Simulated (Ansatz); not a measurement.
A self-consistent single point of Ag (Im-3m, 1 atom in the cell) with Ansatz (a quantum-chemistry and plane-wave program).

Computed with LDA (PW92), harder PAW files (source: ansatz) made with PBE (plane waves; Ansatz).

```yaml
crystal:
  lattice:
    - [-1.66393, 1.66393, 1.66393]
    - [1.66393, -1.66393, 1.66393]
    - [1.66393, 1.66393, -1.66393]
  atoms:
    - { symbol: Ag, position: [0.00000, 0.00000, 0.00000] }
```

Reference input (self-consistent single point, DFT, LDA (PW92), plane waves, default PAW files made with PBE): basis.ecutwfc = 30.9 Ry; kpoints.mp_grid.grid = 14 14 14; hamiltonian.xc = lda; hamiltonian.pseudopotentials = {kind: paw} (the program's default PAW files); scf.occupations.method = fermi_dirac; scf.occupations.width = 0.0073 Ry. This run's input differs from it in these lines:

Ansatz 0.2 input:
```diff
@@ -8,3 +8,3 @@
 basis:
-  ecutwfc: 30.9 Ry
+  ecutwfc: 70.6 Ry
 kpoints:
@@ -16,2 +16,3 @@
     kind: paw
+    source: ansatz
 scf:
```

Output (repeated stretches shortened):

```
SCF iter   1: F=—  HF=-7470.653293 eV  |F-HF|=—  |Δ(HF+E_count)|=         —  Δρ=7.23e-2  dr2=1.07e0  ethr=3.10e-3  ⟨swp⟩=5.4  Hψ=8106  notcnv=0
all-band conjugate gradients solve this SCF's bands
preconditioner: auto → Kerker (q_TF=auto, 2.742 Å⁻¹)
SCF iter   2: F=—  HF=-7470.348504 eV  |F-HF|=—  |Δ(HF+E_count)|=   3.05e-1  Δρ=2.06e-2  dr2=6.58e-2  ethr=3.10e-3  ⟨swp⟩=2.9  Hψ=3553  notcnv=0  defer=20
   [... lines left out ...]
SCF iter   4: F=—  HF=-7470.306099 eV  |F-HF|=—  |Δ(HF+E_count)|=   1.36e-2  Δρ=1.84e-3  dr2=3.21e-4  ethr=1.74e-4  ⟨swp⟩=1.3  Hψ=1582  notcnv=0  defer=20
SCF iter   5: F=—  HF=-7470.306222 eV  |F-HF|=—  |Δ(HF+E_count)|=   1.24e-4  Δρ=4.23e-4  dr2=2.75e-5  ethr=1.69e-6  ⟨swp⟩=2.4  Hψ=2257  notcnv=0  defer=20
SCF iter   6: F=—  HF=-7470.306219 eV  |F-HF|=—  |Δ(HF+E_count)|=   3.39e-6  Δρ=5.70e-5  dr2=3.50e-7  ethr=1.45e-7  ⟨swp⟩=2.6  Hψ=2123  notcnv=0  defer=20
SCF iter   7: F=-7470.306219 eV  HF=-7470.306219 eV  |F-HF|=1.87e-9  |Δ(HF+E_count)|=   7.66e-8  Δρ=7.84e-6  dr2=5.21e-9  ethr=5.26e-10  ⟨swp⟩=5.8  Hψ=6595  notcnv=0
SCF 1 converged in 7 iterations: F = -7470.306219 eV  dr2 = 5.21e-9
Free energy (F): -7470.306219 eV
Internal energy: -7470.292339 eV  (E = F + TS)
E sigma→0 (E₀):  -7470.299279 eV
Entropy (-TS):   -0.013879 eV (-13.879 meV/atom)
Fermi energy:    16.882346 eV
--- Forces (eV/Å), atoms counted from 1 ---
  atom   1  Ag     0.00000000    -0.00000000    -0.00000000
--- Stress (GPa, compression-positive) ---
      -12.286906       0.000000       0.000000
        0.000000     -12.286906      -0.000000
        0.000000       0.000000     -12.286906
  P = ⅓ Tr σ = -12.2869 GPa (-122.869 kbar)
  The stress holds the Pulay correction. Without it, at fixed plane waves, as pw.x and ABINIT print it: P = -12.2986 GPa
```

The run converged in 7 iterations. Against the reference run the pressure hardly changes (-12.25 to -12.29 GPa).

The starting cell comes from a database of computed structures (which also holds hypothetical and non-ambient phases and stackings), without a prior relaxation at this level. Its lattice was rescaled by up to half a per cent. Ansatz's pressure includes its estimate of the finite-basis (Pulay) stress.
